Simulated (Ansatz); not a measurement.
# SiNF (model structure, P3m1, No. 156, 3 atoms in the cell)

Method: LDA in Ansatz (plane waves, PAW).

Numerical settings: plane-wave cutoff 520 eV, 12×12×6 k mesh (along the axes of the cell as run), Fermi–Dirac smearing 0.01 eV, scalar-relativistic PAW data made under PBE.

Cell (relaxed at this level):

FNSi has the trigonal space group P3m1 (No. 156), Pearson symbol hP3. Cell: a = 2.8872 Å, b = 2.8872 Å, c = 4.5726 Å, α = 90.00°, β = 90.00°, γ = 120.00°. Si on 1a is surrounded by 1 F at 1.598 Å and 3 N at 1.722 Å (tetrahedral). N on 1c has 3 Si at 1.722 Å. F on 1a is coordinated by 1 Si at 1.598 Å. (Neighbours: up to the widest gap in distance over summed covalent radii, below 1.35, at either atom.)

For SiNF (model structure, P3m1, No. 156, 3 atoms in the cell), the band gap is 4.78 eV (on the SCF k mesh), the direct gap at Γ comes out as 6.70 eV and the bulk modulus B0 comes out as 41.5 GPa.

Note: the bulk modulus is −V dP/dV from two relaxed cells at ±2 % in volume; the relaxation could raise the start's symmetry but not lower it, so the cell can be a saddle point.

Static lattice: no zero-point or thermal effects.

The result took very roughly 2.7 core-minutes.

A model structure was made by putting elements into a prototype or built by hand; it is no filed structure, need not be a known phase, and can be a saddle point held by its symmetry.

Ansatz is a first-principles code.
